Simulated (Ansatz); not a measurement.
Take ZnS in the zinc blende structure (space group F-43m, No. 216; a = 5.357 Å) as the base.

One thing is altered: every Zn is replaced by Cd; the structure is relaxed again.

Levels (all Ansatz, a quantum-chemistry and plane-wave program, PAW): PBEsol (420 eV, spin-orbit coupling left out); r2SCAN (500 eV, no spin-orbit coupling); HSE06 (420 eV, no SOC).

One geometry, relaxed with PBEsol, under each level:

Notes on the quantities. hole mass: degenerate bands, along [100].

```tsv
level	band gap	lowest conduction level above the VBM at special points	electron mass	hole mass	pressure
PBEsol	1.01 eV	Γ 1.01 eV; L 2.89 eV; X 3.39 eV; K 4.10 eV	0.11 mₑ (at Γ)	0.12, 0.75, 0.75 mₑ (at Γ)	0.00 GPa
r2SCAN	1.61 eV	Γ 1.61 eV; L 3.49 eV; X 3.85 eV; K 4.60 eV	0.15 mₑ (at Γ)	0.17, 0.76, 0.76 mₑ (at Γ)	1.77 GPa
HSE06	2.17 eV	Γ 2.17 eV; L 4.12 eV; X 4.45 eV	–	–	–
```

Single points use the geometry relaxed with PBEsol. Their cutoffs differ, which shifts pressures a little. Masses are band curvatures over ±0.01 Å⁻¹ around the edge. Stability against distortions was not tested.
